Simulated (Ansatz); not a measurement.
## CdSe: pressure series

Start from CdSe in the zinc blende structure (space group F-43m, No. 216; a = 6.0075 Å).

Cell and atoms are relaxed at each pressure.

Level of theory: LDA/PAW in Ansatz (an electronic-structure program), no spin-orbit coupling.

| pressure (GPa) | volume per atom (Å³/atom) |
|---|---|
| -1 | 27.599 |
| 0 | 27.101 |
| 0.9 | 26.702 |
| 2.1 | ? |
| 4.5 | 25.360 |
| 9 | 24.091 |
| 15 | 22.805 |
| 22.5 | 21.584 |
| 30 | 20.628 |

Task: Fit the third-order Birch–Murnaghan form P(V) = (3B₀/2)[(V₀/V)^(7/3) − (V₀/V)^(5/3)]·[1 + (3/4)(B₀′ − 4)((V₀/V)^(2/3) − 1)] (squares taken in P) to the rows shown and predict the withheld row.

Result: Least squares on the printed values gives V₀ = 27.104 Å³/atom, B₀ = 58.1 GPa, B₀′ = 4.6; this predicts 26.212 Å³/atom, and the run gives 26.215 Å³/atom, 0.003 higher.

Load acts through the strain it causes; cell and atoms are relaxed under it. Whether these cells are dynamically stable was not tested. Tetrahedral semiconductors of this kind turn to denser phases somewhere between about 1 and 50 GPa; those were not computed, so compressed cells here can lie past the real transition.
